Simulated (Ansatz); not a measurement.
**Effective masses and thermopower of Si under load (space group I4_1/amd)**

Here is the system:

```
Si
1.0
    0.00000     2.70764     2.73286
    2.70764     0.00000     2.73286
    2.70764     2.70764     0.00000
Si
2
Direct
  0.25000   0.25000   0.25000
  0.00000   0.00000   0.00000
```

The numbers are results of r2SCAN with spin-orbit coupling, rigid bands (plane waves, PAW; Ansatz, a program for electronic structure), not measurements. Condition of this run: biaxial stress xx = yy = 1 GPa (compression positive) (the target of the relaxation). Geometry: cell and atoms relaxed with r2SCAN, then loaded as said.

```
Property                                                                                                                                                          Result
---------------------------------------------------------------------------------------------------------------------------------------  -------------------------------
band gap                                                                                                                                                         0.69 eV
electron conductivity mass (300 K, dilute)                                                                                               0.34 (x), 0.34 (y), 0.21 (z) mₑ
hole conductivity mass (300 K, dilute)                                                                                                   0.33 (x), 0.33 (y), 0.35 (z) mₑ
effective density of states N_c (300 K)                                                                                                                      2.1e19 cm⁻³
effective density of states N_v (300 K)                                                                                                                      1.2e19 cm⁻³
density-of-states mass, electrons                                                                                                                                0.88 mₑ
density-of-states mass, holes                                                                                                                                    0.60 mₑ
Seebeck coefficient, n-type 1e19 cm⁻³, 300 K                                                                                                                   -282 μV/K
Seebeck coefficient, p-type 1e19 cm⁻³, 300 K                                                                                                                    289 μV/K
best p-type power factor at 300 K for τ = 10 fs (best axis; densities from 1e16 to 1e21 cm⁻³ tried, whether or not they can be reached)     14.3 μW/(cm·K²) at 1e20 cm⁻³
```

Rigid bands; masses and Seebeck coefficients take one relaxation time τ for all states and one kind of carrier; polarons and phonon drag are left out.
